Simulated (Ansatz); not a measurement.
```
CELL_PARAMETERS angstrom
      5.24301     0.00053    -0.03107
      0.00010     3.21787     0.08364
      2.04553    -0.66037    24.82697
ATOMIC_POSITIONS crystal
  Ga 0.36909 0.56386 0.07172
  Ga 0.88151 0.06372 0.03348
  N  0.74454 0.56386 0.07127
  N  0.25396 0.06371 0.03719
  Ga 0.33007 0.06420 0.18406
  Ga 0.84459 0.56409 0.14625
  N  0.70702 0.06423 0.18346
  N  0.21998 0.56405 0.14707
  Ga 0.28989 0.56453 0.29622
  Ga 0.80350 0.06442 0.25837
  N  0.66667 0.56456 0.29554
  N  0.17993 0.06438 0.25892
  Ga 0.25009 0.06480 0.40837
  Ga 0.76232 0.56468 0.37045
  N  0.62582 0.06482 0.40723
  N  0.13895 0.56466 0.37115
  Ga 0.20081 0.56501 0.52101
  Ga 0.71887 0.06487 0.48275
  N  0.57831 0.56501 0.51599
  N  0.09361 0.06486 0.48353
  Ni 0.48170 0.06359 0.73362
  Ni 0.98914 0.06353 0.70669
  Ni 0.04691 0.56365 0.61963
  Ni 0.54845 0.56372 0.59271
  Si 0.33373 0.06380 0.64273
  Si 0.78301 0.06367 0.79570
  Si 0.15928 0.56369 0.76033
  Si 0.68907 0.56338 0.67693
  Ni 0.38335 0.06404 0.96342
  Ni 0.89671 0.06401 0.93445
  Ni 0.95179 0.56387 0.84922
  Ni 0.46103 0.56380 0.82221
  Si 0.25527 0.06403 0.87799
  Si 0.60672 0.56389 0.91465
```

The first 20 atoms are the substrate (GaN-wz), the rest the film (NiSi).

Computed with PBE (plane waves to 420 eV, PAW; Ansatz, a program for electronic structure). Spin–orbit coupling is left out; the runs are not spin-polarised; PBE gaps are too small against experiment. Its k-point mesh 6×10×1, Fermi–Dirac width 0.05 eV.

**Question.** Describe the bonding at the interfaces and give the barriers.

**Answer.** A periodic stack without vacuum, MnP-type NiSi (0 0 1) on wurtzite GaN (1 0 0) (film strained to the substrate, started from cuts of the bulks and a machine-learned relaxation): substrate slab Ga10N10, film Ni8Si6, surface cells [[0, 1], [-1, 0]] and [[1, 0], [0, 1]], film strained by -4.3 and +1.3 %, outermost planes GaN/GaN and Ni/Ni as cut, which need not be the usual terminations and can put a slab off its formula.
| Item | Result |
|---|---|
| interface area | 16.9 Å² |
| period | 24.85 Å |
| gaps between the outermost planes at the two interfaces | 1.78 and 1.74 Å |
| Ga–Ni contacts across the interfaces within 1.22 times the sum of covalent radii | 3, mean 2.55 Å |
| N–Ni contacts across the interfaces within 1.22 times the sum of covalent radii | 2, mean 1.91 Å |
| hole barrier (PBE) | 0.78 eV |
| electron barrier (PBE) | 0.93 eV |
